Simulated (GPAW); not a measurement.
Worked example: self-consistent single point of LaCu2 (P6/mmm, 3 atoms in the cell) in GPAW.

Method: LDA (Perdew-Wang 92), GPAW PAW datasets LDA (gpaw-data 1.0.1) (plane waves; GPAW).

```
CELL_PARAMETERS angstrom
      4.30029     0.00000     0.00000
     -2.15015     3.72416     0.00000
      0.00000     0.00000     3.85096
ATOMIC_POSITIONS crystal
  La 0.00000 0.00000 0.00000
  Cu 0.33333 0.66667 0.50000
  Cu 0.66667 0.33333 0.50000
```

Reference input (self-consistent single point, DFT LDA (Perdew-Wang 92), plane waves, GPAW PAW datasets LDA (gpaw-data 1.0.1)): mode = pw; ecut = 850 eV; xc = LDA; kpts = 9 9 9; mesh shift (steps) = 0 0 0; occupations.name = fermi-dirac; occupations.width = 0.05 eV; nbands = -7; convergence.forces = 0.001 eV/Å; symmetry.symmorphic = false; symmetry.tolerance = 0.0005; maxiter = 150. This run's input differs from it in these lines:

```diff
@@ -15,3 +15,3 @@
             xc='LDA',
-            kpts=(9, 9, 9),
+            kpts=(5, 5, 5),
             occupations=FermiDirac(0.05),
```

The program printed (abridged):

```
     iter     time        total  log10-change:
                         energy   eigst   dens  force
iter:   1 --:--:--   -18.781010
iter:   2 --:--:--   -16.419642   -0.46  -1.10
iter:   3 --:--:--   -15.433523   -0.25  -1.27
iter:   4 --:--:--   -15.528788   -0.17  -1.45
iter:   5 --:--:--   -15.545838   -0.75  -1.67
   [... 4 lines left out ...]
iter:  10 --:--:--   -15.293533   -0.81  -1.94
iter:  11 --:--:--   -15.306890   -1.67  -2.47
iter:  12 --:--:--   -15.274838   -1.95  -2.30
iter:  13 --:--:--   -15.275261   -3.03  -3.01
iter:  14 --:--:--   -15.277217c  -3.01  -2.99
iter:  15 --:--:--   -15.275381c  -3.47  -2.81
   [... lines left out ...]
iter:  23 --:--:--   -15.275154c  -5.61  -3.88
iter:  24 --:--:--   -15.275155c  -6.08  -4.02c
iter:  25 --:--:--   -15.275161c  -5.30  -3.97
iter:  26 --:--:--   -15.275156c  -6.26  -4.26c
iter:  27 --:--:--   -15.275154c  -5.72  -4.33c
iter:  28 --:--:--   -15.275153c  -6.53  -4.27c
iter:  29 --:--:--   -15.275153c  -6.53  -4.50c
iter:  30 --:--:--   -15.275157c  -5.67  -4.35c
iter:  31 --:--:--   -15.275154c  -6.54  -4.44c
iter:  32 --:--:--   -15.275153c  -7.18  -5.02c
iter:  33 --:--:--   -15.275154c  -7.29  -5.02c
iter:  34 --:--:--   -15.275153c  -7.42c -5.00c
iter:  35 --:--:--   -15.275153c  -7.54c -5.28c -17.23c
Converged after 35 iterations.

Dipole moment: (-0.000000, 0.000000, 0.000000) |e|*Ang

Energy contributions relative to reference atoms: (reference = -320840.817006)

Kinetic:        -21.881181
Potential:      +17.579497
External:        +0.000000
XC:             -10.675139
Entropy (-ST):   -0.009937
Local:           -0.293362
SIC:             +0.000000
--------------------------
Free energy:    -15.280122
Extrapolated:   -15.275153

Showing only first 2 kpts
 Kpt  Band  Eigenvalues  Occupancy
  0    14      5.83824    2.00000
  0    15      8.83436    0.00570
  0    16      8.83438    0.00570
  0    17      9.10631    0.00002

  1    14      5.91605    2.00000
  1    15      8.81643    0.00815
  1    16      9.23888    0.00000
  1    17      9.23889    0.00000

Fermi level: 8.54152

No gap
No difference between direct/indirect transitions
Energy (eV): -15.275153

Forces in eV/Ang:
  0 La    0.00000    0.00000    0.00000
  1 Cu   -0.00000    0.00000    0.00000
  2 Cu    0.00000   -0.00000    0.00000

Stress tensor:
     0.033454     0.000000     0.000000
     0.000000     0.033454     0.000000
     0.000000     0.000000     0.034563
Stress (GPa, Voigt): [5.3599 5.3599 5.5376 0.     0.     0.    ]
```

The run converged in 35 iterations. GPAW prints stress with tension positive. Against the reference run the free energy goes down by 7.6 meV/atom and the pressure goes from -5.21 to -5.42 GPa.

The starting cell comes from a database of computed structures (which also holds hypothetical and non-ambient phases and stackings), without a prior relaxation at this level. Spin polarisation is off. With a pressure of about -5 GPa the cell is away from its equilibrium volume at this level.

Cost on one core of a shared machine: roughly 90 s.
